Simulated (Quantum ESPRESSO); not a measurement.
A self-consistent single point of Ru (P6_3/mmc, 2 atoms in the cell) with Quantum ESPRESSO.

Method of the run: PBE, PSlibrary ultrasoft (PBE) pseudopotentials (plane waves; Quantum ESPRESSO 7.5).

The change in words: lattice scaled by 0.98. Reference geometry:
```yaml
crystal:
  lattice:
    - [1.35500, -2.34693, 0.00000]
    - [1.35500, 2.34693, 0.00000]
    - [0.00000, 0.00000, 4.28000]
  atoms:
    - { symbol: Ru, position: [0.33333, 0.66667, 0.25000] }
    - { symbol: Ru, position: [0.66667, 0.33333, 0.75000] }
```

Reference input (self-consistent single point, DFT, PBE, plane waves, PSlibrary ultrasoft (PBE) pseudopotentials): ecutwfc = 60 Ry; ecutrho = 420 Ry; occupations = smearing; smearing = fermi-dirac; degauss = 0.0099958 Ry; potentials = {Ru: Ru.pbe-spn-rrkjus_psl.1.0.0.UPF}; K_POINTS = automatic 9 9 5 0 0 0; conv_thr = 1e-10 Ry; mixing_beta = 0.3. This run's input differs from it in these lines:

```diff
@@ -25,4 +25,4 @@
 ATOMIC_POSITIONS bohr
-Ru    2.5605788966    1.4783509152    2.0220069534
-Ru    2.5605788966   -1.4783509152    6.0660208601
+Ru    2.5093671750    1.4487838140    1.9815668143
+Ru    2.5093671750   -1.4487838140    5.9447004429
 K_POINTS automatic
@@ -30,5 +30,5 @@
 CELL_PARAMETERS angstrom
-   1.3549999988    -2.3469288421     0.0000000000
-   1.3549999988     2.3469288421     0.0000000000
-   0.0000000000     0.0000000000     4.2800000000
+   1.3278999228    -2.2999901337     0.0000000000
+   1.3278999228     2.2999901337     0.0000000000
+   0.0000000000     0.0000000000     4.1944000000
```

Output, abridged:

```
     Self-consistent Calculation

     iteration #  1     ecut=    60.00 Ry     beta= 0.30

     Threshold (ethr) on eigenvalues was too large:
     Diagonalizing with lowered threshold

     total energy              =    -394.20701376 Ry
     estimated scf accuracy    <       0.04360554 Ry

     iteration #  2     ecut=    60.00 Ry     beta= 0.30

     total energy              =    -394.20768532 Ry
     estimated scf accuracy    <       0.00654160 Ry

     iteration #  3     ecut=    60.00 Ry     beta= 0.30

     total energy              =    -394.20899570 Ry
     estimated scf accuracy    <       0.00035329 Ry

   [... 6 blocks of this kind left out ...]

     iteration # 10     ecut=    60.00 Ry     beta= 0.30

     total energy              =    -394.20903345 Ry
     estimated scf accuracy    <          1.5E-10 Ry

     iteration # 11     ecut=    60.00 Ry     beta= 0.30
     End of self-consistent calculation

     the Fermi energy is    25.5411 ev

!    total energy              =    -394.20903345 Ry
     estimated scf accuracy    <          2.8E-11 Ry
     smearing contrib. (-TS)   =      -0.00597605 Ry
     internal energy E=F+TS    =    -394.20305741 Ry

     convergence has been achieved in  11 iterations

     Forces acting on atoms (cartesian axes, Ry/au):

     atom    1 type  1   force =    -0.00000000   -0.00000000    0.00000000
     atom    2 type  1   force =     0.00000000    0.00000000    0.00000000

     Total force =     0.000000     Total SCF correction =     0.000000

          total   stress  (Ry/bohr**3)                   (kbar)     P=      260.25
   0.00174060  -0.00000000   0.00000000          256.05       -0.00        0.00
   0.00000000   0.00174060   0.00000000            0.00      256.05        0.00
   0.00000000   0.00000000   0.00182627            0.00        0.00      268.65

   JOB DONE.
```

The run converged in 11 iterations. Against the reference run the free energy rises by 76.7 meV/atom and the pressure goes from 2.93 to 26.03 GPa.

The starting cell has typed, rounded lattice constants, without a prior relaxation at this level. For this run, on top of that: lattice scaled by 0.98. Spin polarisation is off. With a pressure of about 26 GPa the cell is away from its equilibrium volume at this level.
